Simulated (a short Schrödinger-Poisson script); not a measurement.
System: MOS inversion layer, Si3N4 on p-type Ge(100), at 300 K.

| layer | material | thickness (nm) | Na (cm⁻³) |
|---|---|---|---|
| 1 | Si3N4 | 6.3 | - |
| 2 | Ge | 460 | 8.2e17 |

The device is made up for the run: typed textbook-type constants, with dimensions and the other settings drawn at random. Si3N4: permittivity 7.5, conduction-band edge (eV) 1.9, gap (eV) 5.1, electron mass (mₑ) 0.5. Ge: permittivity 16, conduction-band edge (eV) 0, gap (eV) 0.664, Nv at 300 K (cm⁻³) 6e18.

Channel valleys (confinement mass, in-plane density-of-states mass, number): L4 0.12, 0.295, 4. At the gate the conduction-band edge of layer 1 lies 2.02 eV − eVg above the Fermi level of the channel; the field vanishes at the back. Gaps are held at their typed values at every temperature. Mesh 0.03 nm at interfaces.

From a short Schrödinger-Poisson script (our own, NumPy): 1D Poisson equation in equilibrium, electrons quantum, Hartree (BenDaniel-Duke, 12 states a valley, the channel's in-plane mass for all, wave functions ending at the dielectric), parabolic valleys, classical holes, full ionisation, no traps, pinning or gate leakage.

At Vg = 2.7 V the centroid of the electrons lies 2.50 nm from the interface.

Q: Estimate the gate capacitance as the dielectric in series with that distance, and compare.

A: The dielectric alone has 1.05 μF/cm²; in series with 2.50 nm of the channel's permittivity, 0.888 μF/cm²; the run gives 0.921 μF/cm². The estimate leaves out the density-of-states capacitance and the centroid's move with voltage. Only the L valleys are kept; under strong confinement the Δ valleys of Ge fill too.
